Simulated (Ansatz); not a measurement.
The starting structures come from a database of crystals and need not be the phases stable at ambient conditions.

 Where the default PAW files enter, the runs use the earlier of Ansatz's two default sets.

Inside the gap of an insulator the Bloch states are evanescent, with a wavenumber k + iκ along the transport direction.

Given:

```
CdIn2O4
1.0
    6.52097     0.00000     0.00000
   -3.26048     5.64732     0.00000
    3.26048     1.88244     5.32435
Cd In O
2 4 8
Cartesian
  3.26048   5.64732   3.99326
  0.00000   0.00000   0.00000
  1.63024   2.82366   1.99663
  4.89073   2.82366   1.99663
  0.00000   5.64732   1.99663
  6.52097   3.76488   4.65880
  3.26048   1.88244   3.11607
  5.06353   4.60633   3.25717
  1.80305   1.04099   0.73609
  6.52097   2.08198   3.25717
  4.71792   1.04099   0.73609
  0.00000   3.76488   0.87719
  3.26048   3.56534   0.73609
  1.45744   4.60633   3.25717
```

Space group of this cell: Fd-3m, spinel. The cell is taken as given; by PBEsol its mean pressure is -1.2 GPa.

Transport runs along the normal of the first two printed cell vectors, the (111) plane of the conventional cell.

The gap is the functional's own. No spin-orbit coupling. Mid-gap values are interpolated on the energy grid.

### Question
Estimate the band gap and the smallest decay constant κ at mid-gap that Ansatz (an electronic-structure program) with PBEsol returns for this system.

### Answer
Gap 0.94 eV on a 8×8×8 mesh; κ = 0.112 1/Å, at the zone centre.
